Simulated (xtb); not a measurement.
xtb 6.7.1, GFN2-xTB: Cc1cc2c(s1)-c1sc(-c3sc(-c4cc5cc6sc([Si](C)(C)C)cc6cc5s4)c4c3OCCO4)cc1C2(C)C, 67 atoms. The geometry is a generated start, not checked to be a minimum at this level.

```json
{
 "run_flags": "--grad",
 "method": "GFN2-xTB",
 "--acc": "1 (default)",
 "--etemp (K)": "300 (default)",
 "basis_functions": "220",
 "valence_electrons": "198"
}
```

One run each on 1 thread. Values of broydamp tried: 0.02, 0.05, 0.1, 0.2, 0.4 (default), 0.6, 0.8, 1.

Question: How does the count of SCC iterations change with broydamp, and where is it least?

Answer: Fewest SCC iterations, within one of each other: 0.2 with 15, 0.4 (default) with 14, 0.6 with 15. The count rises to 23 at 0.02. All converge to one solution.

| broydamp | SCC iterations | end |
|---|---|---|
| 0.02 | 23 | same solution |
| 0.05 | 20 | same solution |
| 0.1 | 18 | same solution |
| 0.2 | 15 | same solution |
| 0.4 (default) | 14 | same solution |
| 0.6 | 15 | same solution |
| 0.8 | 16 | same solution |
| 1 | 17 | same solution |
